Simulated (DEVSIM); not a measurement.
System: illuminated Si n-on-p cell, one wavelength, at 250 K.

```csv
layer (left to right),material,thickness (μm),Nd (cm⁻³),Na (cm⁻³),τn (s),τp (s),absorption coefficient (cm⁻¹)
1,Si,0.120,1.6e18,-,6.3e-7,2e-7,56000
2,Si,27.0,-,1.4e16,3.3e-6,3.3e-6,56000
```

Left contact: ohmic, minority hole recombination velocity 50000 cm/s. Right contact: ohmic, minority electron recombination velocity 200 cm/s. Voltage is applied to the left contact. Recombination: SRH at mid-gap, radiative, Auger. Gap narrowing is on: ΔEg = 6.92 meV × (l + √(l² + 0.5)), l = ln(N/1.3e17 cm⁻³), shared equally by both band edges. Light enters at the left, 9.3e17 photons cm⁻² s⁻¹, one pass, no reflection. Mobility is μmin + (μ − μmin)/(1 + (N/Nref)^α).

This is a model device: material constants are rounded textbook-type values typed into the input, and sizes, dopings and lifetimes were drawn at random. Values at 300 K; Nc and Nv go as T^1.5, mobilities as T to minus their exponent, the gap by Varshni's rule with the affinity fixed.

| parameter | Si |
|---|---|
| gap (eV) | 1.124 |
| affinity (eV) | 4.05 |
| permittivity | 11.7 |
| Nc (cm⁻³) | 2.86e19 |
| Nv (cm⁻³) | 3.1e19 |
| μn (cm²/Vs) | 1417 |
| μp (cm²/Vs) | 470 |
| μn,min | 52 |
| μp,min | 45 |
| Nref,n | 9.7e16 |
| Nref,p | 2.2e17 |
| αn | 0.68 |
| αp | 0.72 |
| T exponent of μn | 2.3 |
| T exponent of μp | 2.2 |
| B (cm³/s) | 4.7e-15 |
| Cn (cm⁶/s) | 2.8e-31 |
| Cp (cm⁶/s) | 9.9e-32 |
| Varshni α (eV/K) | 0.000473 |
| Varshni β (K) | 636 |

DEVSIM, 1D drift-diffusion, Boltzmann statistics, complete ionisation; no tunnelling, impact ionisation, image-force lowering or self-heating.

The photon flux was swept, all else fixed.

```csv
photon flux (cm^-2 s^-1),fill factor,short-circuit current (mA/cm²),open-circuit voltage (V),largest power (mW/cm²)
2.8e16,0.86,4.31,0.659,2.44
9.3e16,0.86,14.3,0.685,8.48
2.8e17,0.87,43.1,0.709,26.5
9.3e17,0.87,143,0.735,91.5
2.8e18,0.87,431,0.759,285
9.3e18,0.87,1430,0.786,980
2.8e19,0.87,?,?,3030
```

**Question.** Complete the blanks.

**Answer.** 
- 2.8e19, short-circuit current (mA/cm²): 4310
- 2.8e19, open-circuit voltage (V): 0.811
